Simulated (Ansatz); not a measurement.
The parent structure is Mo in the bcc (W type) structure (space group Im-3m, No. 229; a = 3.130 Å; relaxed with 0.1 eV smearing). Axes: x, y, z lie along the cube axes.

Level of theory: PBEsol (Ansatz, an electronic-structure program; PAW; 420 eV plane waves; spin-orbit coupling left out).

The change: biaxial strain +2.50 %, plane normal [001], relaxed out of plane (Cartesian); in-plane vectors clamped, the third vector and the atoms free.

Question: What happens to the out-of-plane strain, in-plane stress and energy relative to the base?

Answer: The out-of-plane strain amounts to -1.67 %; the mean in-plane stress (compression positive) amounts to -12.4 GPa; the energy rises by 31 meV/atom.

Stability against distortions was not tested. All final runs are without spin polarisation.
